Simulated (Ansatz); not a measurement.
System: zinc-blende KBr (model structure). Method: HSE06 (Ansatz, a first-principles code, PAW).

Run with plane-wave cutoff 500 eV, 6×6×6 k mesh, gaussian smearing 0.02 eV, scalar-relativistic PAW data made under PBE.

Cell (relaxed at this level):

```cif
data_Br4K4
_chemical_formula_sum 'K4 Br4'
_space_group_name_H-M_alt 'F-43m'
_space_group_IT_number 216
_space_group_name_Hall 'F -4 2 3'
_cell_length_a 7.41225
_cell_length_b 7.41225
_cell_length_c 7.41225
_cell_angle_alpha 90.000
_cell_angle_beta 90.000
_cell_angle_gamma 90.000
loop_
_atom_site_label
_atom_site_type_symbol
_atom_site_symmetry_multiplicity
_atom_site_Wyckoff_symbol
_atom_site_fract_x
_atom_site_fract_y
_atom_site_fract_z
_atom_site_occupancy
K1 K 4 a 0.00000 0.00000 0.00000 1
Br1 Br 4 d 0.75000 0.75000 0.75000 1
```
(The calculation used a cell of 2 atoms; values per cell refer to that cell.)

Q: Give the computed band gap.

A: 
band gap: 5.36 eV (on the SCF k mesh)

Note: the relaxation could raise the start's symmetry but not lower it, so the cell can be a saddle point.

Spin–orbit coupling is not included.

The computed numbers hold no vibrational or temperature effects.

Computing time: around 4 core-minutes (rough).

A model structure was made by putting elements into a prototype or built by hand; it is no filed structure, need not be a known phase, and can be a saddle point held by its symmetry.
